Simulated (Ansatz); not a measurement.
## Effect of biaxial strain −0.73 %, plane normal [111], relaxed out of plane on Mg2Si

The parent structure is Mg$_{2}$Si (space group Fm-3m, No. 225; a = 6.3255 Å). Axes: x, y, z lie along the cube axes.

Now apply this change: compressive biaxial strain of 0.73 % in the plane normal to [111], as in epitaxy on a mismatched substrate; the out-of-plane cell vector and the atoms relax.

Level of theory: PBEsol (Ansatz, a first-principles code), no SOC, earlier PAW set. k-mesh 13×13×13 (Γ-centred); smearing 0.05 eV (Fermi–Dirac).

| quantity | base | changed | shift |
|---|---|---|---|
| volume per atom | 21.09 Å³ | 20.85 Å³ | -0.24 Å³ |
| space group | Fm-3m (No. 225) | R-3m (No. 166) | – |
| shortest interatomic distance | 2.739 Å | 2.723 Å | -0.016 Å |
| energy relative to the base (free energy F) | 0 meV/atom | +0.9 meV/atom | +0.9 meV/atom |
| pressure (mean of the normal stresses, compression positive) | -0.01 GPa | 0.65 GPa | +0.66 GPa |
| band gap | 0.12 eV | 0.08 eV | -0.04 eV |
| gap character | – | indirect, Γ → F | – |
| smallest direct gap | 1.88 eV | 1.91 eV | +0.03 eV |
| valence-band top at Γ (three highest levels, from the VBM) | 0.00, 0.00, 0.00 eV | 0.00, 0.00, -0.06 eV | – |
| valley order (the lowest conduction-band minima on the path, energy above the VBM, named in the base's zone) | X along ⟨100⟩ 0.12 eV; L along ⟨111⟩ 1.28 eV | X along [010] 0.08 eV; L along [1-1-1] 1.28 eV; L along [111] 1.38 eV | – |
| out-of-plane strain | – | +0.32 % | – |
| mean in-plane stress (compression positive) | – | +1.0 GPa | – |

Final structure (turned so that z lies along the plane normal):

```yaml
crystal:
  lattice:
    - [4.44013, 0.00000, 0.00000]
    - [2.22007, 3.84527, 0.00000]
    - [2.22007, -1.28176, 3.66372]
  atoms:
    - { symbol: Si, position: [0.00000, 0.00000, 0.00000] }
    - { symbol: Mg, position: [0.50068, 0.24966, 0.74898] }
    - { symbol: Mg, position: [0.49932, 0.75034, 0.25102] }
```

Stability against distortions was not tested. The zero or small gap of Mg2Si can change with the level of theory. Labels are those of the standard path for the cell's own space group.
